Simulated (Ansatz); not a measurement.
Worked example: zone-centre phonon calculation of SnBi (I-4m2, 2 atoms in the cell) in Ansatz (a first-principles code).

Method: LDA (PW92), default PAW files made with PBE (plane waves; Ansatz).

```
SnBi
1.0
   -3.09694     3.09694     1.64132
    3.09694    -3.09694     1.64132
    3.09694     3.09694    -1.64132
Sn Bi
1 1
Direct
  0.00000   0.00000   0.00000
  0.25000   0.75000   0.50000
```

Reference input (self-consistent single point, DFT, LDA (PW92), plane waves, default PAW files made with PBE): basis.ecutwfc = 30.9 Ry; kpoints.mp_grid.grid = 11 11 11; hamiltonian.xc = lda; hamiltonian.pseudopotentials = {kind: paw} (the program's default PAW files); scf.occupations.method = gaussian; scf.occupations.width = 0.0073 Ry. This run's input differs from it in these lines:

Ansatz 0.2 input:
```diff
@@ -12,3 +12,3 @@
 kpoints:
-  mp_grid: { grid: [11, 11, 11] }
+  mp_grid: { grid: [17, 17, 17] }
 hamiltonian:
@@ -18,6 +18,4 @@
   occupations: { method: gaussian, width: 0.0073 Ry }
-output:
-  forces: true
-  eigenvalues: true
-  stress: true
+phonons:
+  method: dfpt
```

Output, abridged:

```
SCF iter   1: F=—  HF=-17965.286033 eV  |F-HF|=—  |Δ(HF+E_count)|=         —  Δρ=5.19e-3  dr2=7.84e-3  ethr=1.77e-3  ⟨swp⟩=6.0  Hψ=72598  notcnv=0
all-band conjugate gradients solve this SCF's bands
preconditioner: auto → Kerker (q_TF=auto, 2.398 Å⁻¹)
SCF iter   2: F=—  HF=-17965.282533 eV  |F-HF|=—  |Δ(HF+E_count)|=   3.50e-3  Δρ=2.60e-3  dr2=2.17e-3  ethr=2.71e-5  ⟨swp⟩=2.3  Hψ=24427  notcnv=0
   [... lines left out ...]
SCF iter   6: F=—  HF=-17965.281870 eV  |F-HF|=—  |Δ(HF+E_count)|=   5.52e-7  Δρ=7.13e-6  dr2=3.98e-8  ethr=3.94e-9  ⟨swp⟩=2.9  Hψ=24322  notcnv=0
SCF iter   7: F=—  HF=-17965.281870 eV  |F-HF|=—  |Δ(HF+E_count)|=   3.90e-9  Δρ=1.60e-6  dr2=2.00e-9  ethr=1.37e-10  ⟨swp⟩=1.8  Hψ=15099  notcnv=0
SCF iter   8: F=—  HF=-17965.281870 eV  |F-HF|=—  |Δ(HF+E_count)|=  9.46e-11  Δρ=3.25e-7  dr2=8.67e-11  ethr=6.88e-12  ⟨swp⟩=2.1  Hψ=16943  notcnv=0
SCF iter   9: F=-17965.281870 eV  HF=-17965.281870 eV  |F-HF|=0.00e0  |Δ(HF+E_count)|=  3.64e-12  Δρ=9.47e-8  dr2=6.16e-12  ethr=1.00e-12  ⟨swp⟩=8.3  Hψ=72537  notcnv=0
SCF 1 converged in 9 iterations: F = -17965.281870 eV  dr2 = 6.16e-12
DFPT response loops at Γ: preconditioner auto → Kerker (q_TF=auto, 2.398 Å⁻¹) (partly filled bands, converged f_vac=0.000) …
the response loops of the zone centre start from zero, take more passes and end by a threshold …
Free energy (F): -17965.281870 eV
Internal energy: -17965.276427 eV  (E = F + TS)
E sigma→0 (E₀):  -17965.279149 eV
Entropy (-TS):   -0.005443 eV (-2.722 meV/atom)
Fermi energy:    9.706813 eV
   [... lines left out ...]
  ASR residual: 1.740e-4 → 0.000e0 eV/Å²; symmetrization residual: 3.262e-5 eV/Å²
  ASR residual per site (eV/Å²): 1.74e-4 1.05e-4
  Γ frequencies (cm⁻¹): 0.00 0.00 0.00 41.07 69.60 69.60
  non-analytic LO–TO correction: not included (Born effective charges unavailable; polar crystals: no LO–TO splitting at Γ)
```

The run converged in 9 iterations. 

Summary of the result:
```
Property                                                               Result
--------------------------------------------------------  -------------------
Free energy E − TS (on the zero of these files)                -17965.2819 eV
Fermi level (on the code's own zero)                                  9.71 eV
Zone-centre frequencies (cm⁻¹; negative means imaginary)  0, 0, 0, 41, 70, 70
```

The starting cell comes from a database of computed structures (which also holds hypothetical and non-ambient phases and stackings), without a prior relaxation at this level. Its lattice was rescaled by up to half a per cent.

Cost on one core of a shared machine: roughly 10 min.
